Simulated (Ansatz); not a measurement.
The starting structures come from a database of crystals and need not be the phases stable at ambient conditions.

The decay constant κ of evanescent states in the gap governs leakage through a thin film.

Data:

```xyz
12
Lattice="4.6460 0.0000 0.0000 0.0000 4.8637 0.0000 0.0000 0.0000 4.7387" Properties=species:S:1:pos:R:3 pbc="T T T"
Mg     1.2262     4.7197     3.5466
Mg     3.4198     0.1440     1.1773
Mg     1.2262     2.5759     1.1773
Mg     3.4198     2.2879     3.5466
H      2.0723     1.1809     0.1366
H      2.5738     3.6829     2.5059
H      2.0723     1.2510     2.5059
H      2.5738     3.6127     0.1366
H      4.2110     1.8472     1.7113
H      0.4350     3.0166     4.0807
H      4.2110     0.5847     4.0807
H      0.4350     4.2790     1.7113
```

Space group of this cell: Pca2_1. The cell is taken as given.

Transport runs along the normal of the first two printed cell vectors.

No gap correction and no spin-orbit coupling; mid-gap values are interpolated between computed energies.

**Question.** Compute, with r2SCAN run with Ansatz (a program for electronic structure), the band gap and the smallest decay constant κ at mid-gap.

**Answer.** Gap 2.85 eV on a 8×6×6 mesh; κ = 0.297 1/Å, at (0.500, 0.000) of the in-plane reciprocal vectors. At the zone centre, at the nearest computed energy, the slowest state has κ = 0.33 1/Å.
